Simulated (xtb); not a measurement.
xtb 6.7.1, GFN1-xTB: Co(CO)4 ([O+]#[C-]->[Co+](<-[C-]#[O+])(<-[C-]#[O+])<-[C-]#[O+]), charge +1, multiplicity 1, 9 atoms. The geometry is a generated start, not checked to be a minimum at this level.

```json
{
  "run_flags": "--grad",
  "method": "GFN1-xTB",
  "--acc": "1 (default)",
  "--etemp (K)": "300 (default)",
  "basis_functions": "42",
  "valence_electrons": "48"
}
```

```xyz
9

Co    -0.0013     0.0016    -0.0019
O      1.0458     1.6414    -2.1750
C      0.6174     1.0164    -1.3506
O     -0.7609    -1.6742     2.2601
C     -0.4966    -1.0293     1.3840
O      0.0893    -2.3571    -1.7154
C      0.0699    -1.4539    -1.0542
O     -0.3700     2.3860     1.6354
C     -0.1935     1.4692     1.0175
```

Charge 1 and multiplicity 1 are set for this test and not shown to be the ground state.

One run each on 1 thread. Values of broydamp tried: 0.02, 0.05, 0.1, 0.2, 0.4 (default), 0.6, 0.8, 1.

Task: How does the count of SCC iterations change with broydamp, and where is it least?

Result: Fewest SCC iterations: 0.4 (default) with 9. The count rises to 28 at 0.02. All converge to one solution.

```tsv
broydamp	SCC iterations	end
0.02	28	same solution
0.05	17	same solution
0.1	13	same solution
0.2	11	same solution
0.4 (default)	9	same solution
0.6	14	same solution
0.8	14	same solution
1	16	same solution
```
